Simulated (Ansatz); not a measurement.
## BN: carrier doping

Take BN (space group P6_3/mmc, No. 194; a = 2.5043 Å, c = 7.0354 Å; layered, stacked along the Cartesian z axis) as the base.

Carriers are added at fixed cell with a uniform background; the Fermi–Dirac width is that of 300 K.

Level of theory: plane-wave PAW DFT at the PBEsol level (Ansatz, a quantum-chemistry and plane-wave program, 420 eV), spin-orbit coupling left out.

Candidates:
(a) electrons 1.0×10^22 cm⁻³
(b) holes 1.5×10^21 cm⁻³
(c) electrons 1.0×10^21 cm⁻³

Notes on the quantities. Fermi level from band edge: Fermi level relative to the doped band's edge (positive inside the band; to 0.05 eV).

**Question.** Order them by Fermi level from band edge, highest first.

**Answer.** (a) electrons 1.0×10^22 cm⁻³ (+0.50 eV), (c) electrons 1.0×10^21 cm⁻³ (+0.15 eV), (b) holes 1.5×10^21 cm⁻³ (+0.05 eV)

Charged cell with a jellium background: band edges are those of the host's band count, energies are not comparable with the neutral cell, and many-body gap narrowing is missing. Stability against distortions was not tested. The base started in Pnma and relaxed to P6_3/mmc at this level. No dispersion term is included in the PBEsol runs.
